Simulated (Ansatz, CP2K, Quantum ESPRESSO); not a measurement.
# Code comparison for LaGe3Os (I4mm, 5 atoms in the cell)

Self-consistent single point.

```yaml
crystal:
  lattice:
    - [-2.22445, 2.22445, 5.09051]
    - [2.22445, -2.22445, 5.09051]
    - [2.22445, 2.22445, -5.09051]
  atoms:
    - { symbol: La, position: [0.99834, 0.99834, 0.00000] }
    - { symbol: Ge, position: [0.42564, 0.42564, 0.00000] }
    - { symbol: Ge, position: [0.25966, 0.75966, 0.50000] }
    - { symbol: Ge, position: [0.75966, 0.25966, 0.50000] }
    - { symbol: Os, position: [0.65869, 0.65869, 0.00000] }
```

Shared settings, as Ansatz (an electronic-structure program) writes them: kpoints.mp_grid.grid = 6 6 6; scf.occupations.method = fermi_dirac; scf.occupations.width = 0.1 eV. Potentials and cutoffs stand in the table.

```json
[
 {"code": "Ansatz", "model": "PBEsol, PAW files made with PBE", "pressure (GPa)": "-2.42", "largest force (eV/Å)": "0.028", "cutoff": "default"},
 {"code": "CP2K", "model": "PBEsol, GPW, DZVP-MOLOPT-SR-GTH basis, GTH-PBE potentials (GTH_POTENTIALS)", "pressure (GPa)": "1.05", "largest force (eV/Å)": "0.095", "cutoff": "grid 500 Ry"},
 {"code": "Quantum ESPRESSO", "model": "PBEsol, SSSP 1.1.2 precision (PBE) pseudopotentials", "pressure (GPa)": "-2.35", "largest force (eV/Å)": "0.029", "cutoff": "65 Ry"}
]
```

Size of the force on each atom (eV/Å): Sizes of forces hide their directions.

```csv
code,La1,Ge2,Ge3,Ge4,Os5
Ansatz,0.026,0.028,0.014,0.014,0.025
CP2K,0.095,0.058,0.078,0.078,0.003
Quantum ESPRESSO,0.018,0.029,0.010,0.010,0.027
```

On Ansatz's run: spin-orbit coupling is off. Spin polarisation is off.

The spread over the programs that give each value: pressure within 3.47 GPa; largest force within 0.067 eV/Å.

CP2K uses small atom-centred bases, whose incompleteness enters pressures, forces and empty levels differently from a plane-wave cutoff. Ansatz's pressure is given at a fixed set of plane waves, as the other plane-wave codes print theirs; with its correction for the finite basis it is -2.38 GPa. In the pressure, CP2K (by 3.44) lies more than 1 GPa from the median of the plane-wave programs. In the force vectors, CP2K (by 0.117) lies more than 0.08 eV/Å from the median of the plane-wave programs.

The starting cell comes from a database of computed structures (which also holds hypothetical and non-ambient phases and stackings), without a prior relaxation at this level.

Keys are those of Ansatz 0.2.
